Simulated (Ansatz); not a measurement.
MgSe under load (space group I4/mmm): band-edge transport data

Here is the system:

```
MgSe
1.0
    0.00000     2.72986     2.70172
    2.72986     0.00000     2.70172
    2.72986     2.72986     0.00000
Mg Se
1 1
Direct
  0.00000   0.00000   0.00000
  0.50000   0.50000   0.50000
```

The numbers are results of PBEsol with spin-orbit coupling, rigid bands (plane waves, PAW; Ansatz, a first-principles code), not measurements. Condition of this run: uniaxial stress zz = 1 GPa (compression positive) (the target of the relaxation). Geometry: cell and atoms relaxed with PBEsol, then loaded as said.

```json
{
  "band_gap": "1.60 eV",
  "electron conductivity mass (300 K, dilute)": "0.26 (x), 0.26 (y), 0.39 (z) mₑ",
  "hole conductivity mass (300 K, dilute)": "0.94 (x), 0.94 (y), 1.00 (z) mₑ",
  "effective density of states N_c (300 K)": "5.7e18 cm⁻³",
  "effective density of states N_v (300 K)": "2.8e19 cm⁻³",
  "density_of_states_mass_electrons": "0.37 mₑ",
  "density_of_states_mass_holes": "1.08 mₑ",
  "Seebeck coefficient, n-type 1e19 cm⁻³, 300 K": "-224 μV/K",
  "best n-type power factor at 300 K for τ = 10 fs (best axis; densities from 1e16 to 1e21 cm⁻³ tried, whether or not they can be reached)": "6.6 μW/(cm·K²) at 1e20 cm⁻³",
  "Seebeck coefficient, p-type 1e19 cm⁻³, 300 K": "353 μV/K"
}
```

Rigid bands; masses and Seebeck coefficients take one relaxation time τ for all states and one kind of carrier; polarons and phonon drag are left out.
